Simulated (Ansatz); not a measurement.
L1₀ (CuAu-type) TiAl was calculated with BLYP (Ansatz, a program for electronic structure, plane waves, PAW).

Input:

Ansatz 0.2 input:
```yaml
crystal:
  lattice:
    - [2.8823558537, 0.0, 0.0]
    - [0.0, 2.8823558537, 0.0]
    - [0.0, 0.0, 4.1771348201]
  atoms:
    - { symbol: Ti, position: [0.0, 0.0, 0.0] }
    - { symbol: Al, position: [0.5, 0.5, 0.5] }
basis:
  ecutwfc: 520
  ecutrho_ratio: 4
  xc_grid: 2
kpoints:
  mp_grid: { grid: [20, 20, 14] }
hamiltonian:
  xc: blyp
  dispersion: none
  pseudopotentials: { kind: paw }
scf:
  occupations: { method: fermi_dirac, width: 0.05 }
output:
  forces: true
  stress: true
  eigenvalues: true
relax:
  f_tol: 0.004
  escape_saddle: false
  max_steps: 80
  cell: { stress_tol: 0.02, fix: [volume] }
```

The run printed, among other lines:

```
Relaxation: its limit of steps is 80 (relax.max_steps)
Crystal: 2 atoms, lattice volume = 34.704 Å³
Basis set: ecut = 520 eV, 935 PW (Γ), exchange–correlation on 48×48×64 points (8 copies of the dense FFT grid, shifted against one another)
Bands: 12, of which v1, the nominal top of the filled ones, is band 8 counted from 1 (7 counted from 0)
Symmetry: 16 space group operations
Space group: P4/mmm (ITA 123), of the structure as read, at distance tolerance 3.3e-5 Å
k-points: 528 of 5600
Functional: x = b88, c = lyp
SCF iter   1: F=—  HF=-3047.207645 eV  |F-HF|=—  |Δ(HF+E_count)|=         —  Δρ=1.26e-2  dr2=7.34e-2
SCF iter   2: F=—  HF=-3047.199799 eV  |F-HF|=—  |Δ(HF+E_count)|=   7.85e-3  Δρ=7.65e-3  dr2=3.00e-2
  ...
SCF 1 converged in 6 iterations: F = -3047.195260 eV  dr2 = 1.89e-8
Crystal: 2 atoms, lattice volume = 34.704 Å³
Initial density: handed on by an earlier stage of this run
SCF 2 converged in 6 iterations: F = -3047.195263 eV  dr2 = 2.51e-14
Crystal: 2 atoms, lattice volume = 34.704 Å³
SCF iter   7: F=-3047.195264 eV  HF=-3047.195264 eV  |F-HF|=0.00e0  |Δ(HF+E_count)|=    0.00e0  Δρ=3.78e-9  dr2=1.87e-15
SCF iter   8: F=-3047.195264 eV  HF=-3047.195264 eV  |F-HF|=0.00e0  |Δ(HF+E_count)|=    0.00e0  Δρ=1.86e-9  dr2=4.83e-16
SCF 3 converged in 8 iterations: F = -3047.195264 eV  dr2 = 4.83e-16
SCF converged after 8 iterations
Free energy (F): -3047.195264 eV
Internal energy: -3047.180032 eV  (E = F + TS)
E sigma→0 (E₀):  -3047.187648 eV
Fermi energy:    10.565001 eV
--- Forces (eV/Å), atoms counted from 1 ---
  atom   1  Ti     0.00000000     0.00000000     0.00000000
  atom   2  Al    -0.00000000    -0.00000000    -0.00000000
--- Stress (GPa, compression-positive) ---
       -3.728497       0.000000       0.000000
        0.000000      -3.728497       0.000000
        0.000000       0.000000      -3.726381
  P = ⅓ Tr σ = -3.7278 GPa (-37.278 kbar)
```

The cell is one volume of an energy–volume scan, off the minimum.

The PAW data were made under PBE.
